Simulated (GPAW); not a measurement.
Worked example: self-consistent single point of SiMo3 (Pm-3n, 8 atoms in the cell) in GPAW

Method of the run: PBE, GPAW PAW datasets PBE (gpaw-data 1.0.1) (plane waves; GPAW).

Input:

```python
from ase import Atoms
from ase.dft.kpoints import monkhorst_pack
from ase.units import GPa
from gpaw import GPAW

atoms = Atoms(['Si', 'Si', 'Mo', 'Mo', 'Mo', 'Mo', 'Mo', 'Mo'],
              cell=[[4.889700, 0.000000, 0.000000],
                    [0.000000, 4.889700, 0.000000],
                    [0.000000, 0.000000, 4.889700]],
              positions=[[2.444850, 2.444850, 2.444850],
                         [0.000000, 0.000000, 0.000000],
                         [0.000000, 2.444850, 1.222425],
                         [0.000000, 2.444850, 3.667275],
                         [1.222425, 0.000000, 2.444850],
                         [3.667275, 0.000000, 2.444850],
                         [2.444850, 1.222425, 0.000000],
                         [2.444850, 3.667275, 0.000000]],
              pbc=True)

calc = GPAW(mode={'name': 'pw', 'ecut': 550},
            xc='PBE',
            kpts=monkhorst_pack((5, 5, 5)) + [0.5 / 5, 0.5 / 5, 0.5 / 5],
            occupations={'name': 'methfessel-paxton', 'width': 0.1, 'order': 1},
            nbands=-14,
            convergence={'density': 1e-05},
            symmetry={'symmorphic': False, 'tolerance': 0.0005},
            maxiter=120,
            txt='-')

atoms.calc = calc

energy = atoms.get_potential_energy()
print('Energy (eV):', round(energy, 6))
forces = atoms.get_forces()
print('Forces (eV/Ang):')
print(forces.round(5))
stress = atoms.get_stress()
print('Stress (GPa, Voigt):', (stress / GPa).round(4))
```

Output, abridged:

```
Input parameters:
  convergence: {density: 1e-05}
  kpts: [[-0.3 -0.3 -0.3],
         [-0.3 -0.3 -0.1],
         [-0.3 -0.3  0.1],
         ...,
         [ 0.5  0.5  0.1],
         [ 0.5  0.5  0.3],
         [ 0.5  0.5  0.5]]
  maxiter: 120
  mode: {ecut: 550,
         name: pw}
  nbands: -14
  occupations: {name: methfessel-paxton,
                order: 1,
                width: 0.1}
  symmetry: {symmorphic: False,
             tolerance: 0.0005}
  xc: PBE

species:
  Si:
    name: Silicon
    Z: 14.0
    valence: 4
    core: 10
    charge: 0.0
    file: Si.PBE.gz

    # Using partial waves for Si as LCAO basis

  Mo:
    name: Molybdenum
    Z: 42.0
    valence: 14
    core: 28
    charge: 0.0
    file: Mo.PBE.gz

    # Using partial waves for Mo as LCAO basis

Reference energy: -676577.124290  # eV

Spin-paired calculation

Convergence criteria:
 Maximum [total energy] change in last 3 cyles: 0.0005 eV / valence electron
 Maximum integral of absolute [dens]ity change: 1e-05 electrons / valence electron
 Maximum integral of absolute [eigenst]ate change: 4e-08 eV^2 / valence electron
 Maximum number of scf [iter]ations: 120

Symmetries present (total): 48
Symmetries with fractional translations: 24
125 k-points: 5 x 5 x 5 Monkhorst-Pack grid + [1/10,1/10,1/10]
10 k-points in the irreducible part of the Brillouin zone
       k-points in crystal coordinates                weights
   0:     0.10000000    0.10000000    0.10000000          8/125
   1:     0.30000000    0.10000000    0.10000000         24/125
   2:     0.30000000    0.30000000    0.10000000         24/125
   [... 7 lines left out ...]

Wave functions: Plane wave expansion
  Cutoff energy: 550.000 eV
  Number of coefficients (min, max): 3410, 3448
  Pulay-stress correction: 0.000000 eV/Ang^3 (de/decut=0.000000)

Occupation numbers: Methfessel-Paxton:
  width: 0.1000  # eV
  order: 1

Eigensolver

Densities:
  Coarse grid: 28*28*28 grid
  Fine grid: 56*56*56 grid
  Total Charge: 0.000000

Density mixing:
  Method: separate
  Backend: pulay
  Linear mixing parameter: 0.05
  old densities: 5
  Damping of long wavelength oscillations: 50

Hamiltonian:
  XC and Coulomb potentials evaluated on a 56*56*56 grid
  External potential:
    NoExternalPotential

XC parameters: PBE with 2 nearest neighbor stencil

Number of atoms: 8
Number of atomic orbitals: 86
Number of bands in calculation: 60
Number of valence electrons: 92
Bands to converge: occupied

Density initialized from atomic densities
  60 bands from LCAO basis set

Atomic positions and initial magnetic moments

Positions:
   0 Si     2.444850    2.444850    2.444850    ( 0.0000,  0.0000,  0.0000)
   1 Si     0.000000    0.000000    0.000000    ( 0.0000,  0.0000,  0.0000)
   2 Mo     0.000000    2.444850    1.222425    ( 0.0000,  0.0000,  0.0000)
   3 Mo     0.000000    2.444850    3.667275    ( 0.0000,  0.0000,  0.0000)
   4 Mo     1.222425    0.000000    2.444850    ( 0.0000,  0.0000,  0.0000)
   5 Mo     3.667275    0.000000    2.444850    ( 0.0000,  0.0000,  0.0000)
   6 Mo     2.444850    1.222425    0.000000    ( 0.0000,  0.0000,  0.0000)
   7 Mo     2.444850    3.667275    0.000000    ( 0.0000,  0.0000,  0.0000)

Unit cell:
           periodic     x           y           z      points  spacing
  1. axis:    yes    4.889700    0.000000    0.000000    28     0.1746
  2. axis:    yes    0.000000    4.889700    0.000000    28     0.1746
  3. axis:    yes    0.000000    0.000000    4.889700    28     0.1746

  Lengths:   4.889700   4.889700   4.889700
  Angles:   90.000000  90.000000  90.000000

Effective grid spacing dv^(1/3) = 0.1746

     iter     time        total  log10-change:
                         energy   eigst   dens
iter:   1 --:--:--   -85.476904
iter:   2 --:--:--   -85.106736   -0.34  -1.18
iter:   3 --:--:--   -81.224034   -0.17  -1.19
iter:   4 --:--:--   -81.355643   -1.22  -1.62
iter:   5 --:--:--   -85.556509   -0.10  -1.66
iter:   6 --:--:--   -81.610011   -0.26  -1.34
iter:   7 --:--:--   -81.570630   -1.49  -1.85
iter:   8 --:--:--   -81.178929   -2.54  -1.80
iter:   9 --:--:--   -81.227666   -2.74  -1.94
iter:  10 --:--:--   -81.173444   -3.65  -1.90
iter:  11 --:--:--   -80.913953   -1.66  -1.94
iter:  12 --:--:--   -80.900049   -1.99  -2.38
iter:  13 --:--:--   -80.894801c  -3.54  -2.81
iter:  14 --:--:--   -80.905376c  -2.92  -3.06
iter:  15 --:--:--   -80.894471c  -2.99  -2.66
iter:  16 --:--:--   -80.895014c  -3.84  -3.73
iter:  17 --:--:--   -80.895680c  -3.55  -3.37
iter:  18 --:--:--   -80.894433c  -4.08  -3.16
iter:  19 --:--:--   -80.894491c  -4.84  -4.04
iter:  20 --:--:--   -80.894431c  -5.27  -3.73
iter:  21 --:--:--   -80.894440c  -5.77  -4.19
iter:  22 --:--:--   -80.894429c  -5.70  -4.07
iter:  23 --:--:--   -80.894427c  -7.06  -4.67
iter:  24 --:--:--   -80.894427c  -8.00c -4.63
iter:  25 --:--:--   -80.894427c  -7.39  -4.81
iter:  26 --:--:--   -80.894427c  -8.17c -5.12c

Converged after 26 iterations.

Dipole moment: (-0.000000, -0.000000, -0.000000) |e|*Ang

Energy contributions relative to reference atoms: (reference = -676577.124290)

Kinetic:        -53.088310
Potential:      +28.215741
External:        +0.000000
XC:             -54.186852
Entropy (-ST):   +0.002273
Local:           -1.836521
SIC:             +0.000000
--------------------------
Free energy:    -80.893669
Extrapolated:   -80.894427

Showing only first 2 kpts
 Kpt  Band  Eigenvalues  Occupancy
  0    44     14.14460   -0.00000
  0    45     14.14460   -0.00000
  0    46     14.58289   -0.00000
  0    47     15.23912   -0.00000

  1    44     13.17063    1.38083
  1    45     13.77333   -0.00000
  1    46     14.24471   -0.00000
  1    47     14.62438   -0.00000

Fermi level: 13.19380

No gap
No difference between direct/indirect transitions
Energy (eV): -80.894427

Forces in eV/Ang:
  0 Si    0.00000   -0.00000   -0.00000
  1 Si    0.00000    0.00000    0.00000
  2 Mo    0.00000   -0.00000    0.00000
  3 Mo   -0.00000    0.00000   -0.00000
  4 Mo    0.00000    0.00000    0.00000
  5 Mo    0.00000    0.00000    0.00000
  6 Mo   -0.00000    0.00000    0.00000
  7 Mo    0.00000    0.00000    0.00000

Stress tensor:
    -0.016099     0.000000     0.000000
     0.000000    -0.016099     0.000000
     0.000000     0.000000    -0.016099
Stress (GPa, Voigt): [-2.5794 -2.5794 -2.5794  0.      0.      0.    ]
```

The run converged in 26 iterations. GPAW prints stress with tension positive.

The starting cell comes from a database of computed structures (which also holds hypothetical and non-ambient phases and stackings), without a prior relaxation at this level. Spin polarisation is off.

Cost on one core of a shared machine: roughly 50 s.
